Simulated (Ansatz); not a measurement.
Consider CaS in the rock salt structure (space group Fm-3m, No. 225; a = 5.633 Å). Axes: x, y, z lie along the cube axes.

Computed with PBEsol (Ansatz, an electronic-structure program, PAW, no spin-orbit coupling).

Strains are applied to the cell and any free atomic positions relax; under biaxial strain the out-of-plane vector relaxes too.

One change was made to it. Results:

```tsv
quantity	base	after
energy relative to the base (free energy F)	0 meV/atom	+4.4 meV/atom
electron mass	1.4 mₑ along k, 0.29 mₑ across (at X)	1.4 mₑ along k, 0.30 mₑ across (at X)
valence-band top at Γ (three highest levels, from the VBM)	0.00, 0.00, 0.00 eV	0.00, -0.14, -0.14 eV
```

### Question
Which of these changes matches the shifts?
(A) biaxial strain +2.08 %, plane normal [111], relaxed out of plane
(B) biaxial strain −1.25 %, plane normal [111], relaxed out of plane
(C) biaxial strain +1.67 %, plane normal [111], relaxed out of plane

### Answer
C, biaxial strain +1.67 %, plane normal [111], relaxed out of plane. For comparison, the energy relative to the base in the other runs: biaxial strain +2.08 %, plane normal [111], relaxed out of plane gives +6.8 meV/atom; biaxial strain −1.25 %, plane normal [111], relaxed out of plane gives +2.6 meV/atom.

The levels and masses belong to the bands next to the band gap. Effective masses come from finite differences of ±0.01 Å⁻¹. Along k means along the line from Γ to the band edge. Whether these cells are dynamically stable was not tested.
